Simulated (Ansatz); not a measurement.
System: HfSi (model structure, started from the CsCl type, Pm-3m, No. 221, 2 atoms in the cell). Method: LDA (Ansatz, a program for electronic structure, PAW).

Numerical settings: plane-wave cutoff 520 eV, 18×18×18 k mesh, Fermi–Dirac smearing 0.05 eV, scalar-relativistic PAW data made under PBE.

Cell (relaxed at this level):

```xyz
2
Lattice="3.2224 0.0000 0.0000 0.0000 3.2224 0.0000 0.0000 0.0000 3.2224" Properties=species:S:1:pos:R:3 pbc="T T T"
Hf     0.0000     0.0000     0.0000
Si     1.6112     1.6112     1.6112
```

### Question
What does this level give for the bulk modulus?

### Answer

- bulk modulus: 142 GPa

The run finds no gap.

Note: the bulk modulus is −V dP/dV from two relaxed cells at ±2 % in volume; the relaxation could raise the start's symmetry but not lower it, so the cell can be a saddle point.

Spin–orbit coupling is not included; it can open a gap where bands touch, and shift volumes and moduli.

Computed values are for the static lattice.

It cost about 60 core-seconds (a rough figure) of CPU time.

A model structure was made by putting elements into a prototype or built by hand; it is no filed structure, need not be a known phase, and can be a saddle point held by its symmetry.
